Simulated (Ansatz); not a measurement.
Cost and result by functional for the surface energy of the (311) surface of germanium in its 1x1 cell, relaxed from an ideal cut (the real face may reconstruct), outermost plane spacing 0.43 Å in the ideal cut (one of several cuts of this face), in Ansatz (plane waves, PAW). Single points on the PBE structure, on one kind of machine; costs are rough ratios of the slab run's core time (references not counted) to the cheapest single point. r2SCAN's cost holds its higher cutoff (500 against 420 eV). Differences are taken against r2SCAN for comparison alone: no measured value is at hand, so the table doesn't rank accuracy.

Model: 14-atom slab, 10.9 Å thick at the start, 7x4x1 mesh, Fermi-Dirac 0.025 eV, dipole correction, all atoms relaxed; held to the part of the start's symmetry that mesh and held atoms allow; no spin (no spin-polarised run to compare, though such a face may carry moments), no spin-orbit, no U. The slab shows no gap over 0.04 eV on its mesh. These notes are the PBE run's.

| functional | relative cost | surface energy (J/m²) | less r2SCAN (J/m²) |
|---|---|---|---|
| PBEsol | 1 | 1.22 | -0.11 |
| RPBE | 1 | 0.95 | -0.37 |
| LDA | 1 | 1.32 | -0.01 |
| r2SCAN | 2 | 1.33 | 0.00 |
| PBE (the relaxed run's value) | – | 1.07 | -0.26 |

The values span 0.37 J/m², while the single points' costs differ by a factor of roughly 2. Differences are of unrounded values.

Ansatz is an electronic-structure program.
